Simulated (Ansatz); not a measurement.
Input and output of a self-consistent single point for TiC (Fm-3m, 2 atoms in the cell) (Ansatz, a first-principles code).

Method of the run: PBE (plane waves, PAW; Ansatz).

The change in words: lattice scaled by 0.98. Reference geometry:
```
CELL_PARAMETERS angstrom
      0.00000     2.17799     2.17799
      2.17799     0.00000     2.17799
      2.17799     2.17799     0.00000
ATOMIC_POSITIONS crystal
  Ti 0.00000 0.00000 0.00000
  C  0.50000 0.50000 0.50000
```

Reference input (self-consistent single point, DFT, PBE, plane waves, default PAW files): kpoints.mp_grid.grid = 13 13 13; hamiltonian.xc = pbe; hamiltonian.pseudopotentials = {kind: paw} (the program's default PAW files); scf.occupations.method = gaussian; scf.occupations.width = 0.0147 Ry. This run's input differs from it in these lines:

```diff
@@ -3,5 +3,5 @@
   lattice:
-    - [0.000000, 2.177990, 2.177990]
-    - [2.177990, 0.000000, 2.177990]
-    - [2.177990, 2.177990, 0.000000]
+    - [0.000000, 2.134430, 2.134430]
+    - [2.134430, 0.000000, 2.134430]
+    - [2.134430, 2.134430, 0.000000]
   atoms:
```

Log, with long lists cut:

```
SCF iter   1: F=—  HF=-2752.242842 eV  |F-HF|=—  |Δ(HF+E_count)|=         —  Δρ=3.87e-3  dr2=2.25e-3  ethr=1.77e-3  ⟨swp⟩=4.4  Hψ=4933  notcnv=0
all-band conjugate gradients solve this SCF's bands
preconditioner: auto → none
SCF iter   2: F=—  HF=-2752.242403 eV  |F-HF|=—  |Δ(HF+E_count)|=   4.39e-4  Δρ=2.50e-3  dr2=1.08e-3  ethr=1.41e-5  ⟨swp⟩=1.0  Hψ=1680  notcnv=0
SCF iter   3: F=—  HF=-2752.242252 eV  |F-HF|=—  |Δ(HF+E_count)|=   1.51e-4  Δρ=1.99e-4  dr2=1.97e-6  ethr=6.72e-6  ⟨swp⟩=2.1  Hψ=1175  notcnv=0
SCF iter   4: F=—  HF=-2752.242253 eV  |F-HF|=—  |Δ(HF+E_count)|=   6.43e-7  Δρ=3.03e-5  dr2=8.25e-8  ethr=1.23e-8  ⟨swp⟩=2.6  Hψ=1640  notcnv=0
iter 5 did not close the SCF: its close was put off for the readings that it lacked (scf_convergence_deferred on its scf_iter line)
SCF iter   5: F=-2752.242253 eV  HF=-2752.242253 eV  |F-HF|=3.99e-9  |Δ(HF+E_count)|=   3.06e-9  Δρ=6.23e-6  dr2=6.57e-9  ethr=5.15e-10  ⟨swp⟩=2.0  Hψ=1669  notcnv=0
SCF iter   6: F=-2752.242253 eV  HF=-2752.242253 eV  |F-HF|=4.55e-13  |Δ(HF+E_count)|=   1.53e-9  Δρ=3.73e-7  dr2=1.20e-11  ethr=4.11e-11  ⟨swp⟩=1.7  Hψ=3093  notcnv=0
SCF 1 converged in 6 iterations: F = -2752.242253 eV  dr2 = 1.20e-11
Free energy (F): -2752.242253 eV
Internal energy: -2752.236715 eV  (E = F + TS)
E sigma→0 (E₀):  -2752.239484 eV
Entropy (-TS):   -0.005538 eV (-2.769 meV/atom)
Fermi energy:    15.456559 eV
--- Forces (eV/Å), atoms counted from 1 ---
  atom   1  Ti    -0.00000000    -0.00000000    -0.00000000
  atom   2  C      0.00000000    -0.00000000    -0.00000000
--- Stress (GPa, compression-positive) ---
       12.257672       0.000000      -0.000000
       -0.000000      12.257672       0.000000
        0.000000      -0.000000      12.257672
  P = ⅓ Tr σ = 12.2577 GPa (122.577 kbar)
  The stress holds the Pulay correction. Without it, at fixed plane waves, as pw.x and ABINIT print it: P = 11.9730 GPa
```

The run converged in 6 iterations. Against the reference run the free energy rises by 14.4 meV/atom and the pressure goes from -3.85 to 12.26 GPa.

The starting cell has typed, rounded lattice constants, without a prior relaxation at this level. Its lattice was rescaled by a random factor within 2.5 % of one. For this run, on top of that: lattice scaled by 0.98. Spin polarisation is off. With a pressure of about 12 GPa the cell is away from its equilibrium volume at this level. Ansatz's pressure includes its estimate of the finite-basis (Pulay) stress.

Keys are those of Ansatz 0.2.
